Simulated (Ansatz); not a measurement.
Fermi-surface data of HfN under load (space group Fm-3m)

```
CELL_PARAMETERS angstrom
      0.00000     2.25629     2.25629
      2.25629     0.00000     2.25629
      2.25629     2.25629     0.00000
ATOMIC_POSITIONS crystal
  Hf 0.00000 0.00000 0.00000
  N  0.50000 0.50000 0.50000
```

Method: PBEsol, rigid bands (plane waves, PAW, scalar-relativistic; Ansatz, a quantum-chemistry and plane-wave program). Condition of this run: hydrostatic pressure -2 GPa (the target of the relaxation). How the cell was made: cell and atoms relaxed with PBEsol, then loaded as said.

- density of states at the Fermi level = 0.607 states/(eV·cell), both spins
- bare Sommerfeld coefficient = 0.72 mJ/(mol of atoms·K²)
- Drude plasma energy = 9.3 eV
- root-mean-square Fermi velocity = 1.1e6 m/s
- resistivity times τ = 5.7 ×10⁻²² Ω·m·s

A metal at this level (no band gap); rigid bands, thermally averaged at 300 K, both spins. Spin-orbit coupling is left out, which matters with elements this heavy. τ is one relaxation time for all states.
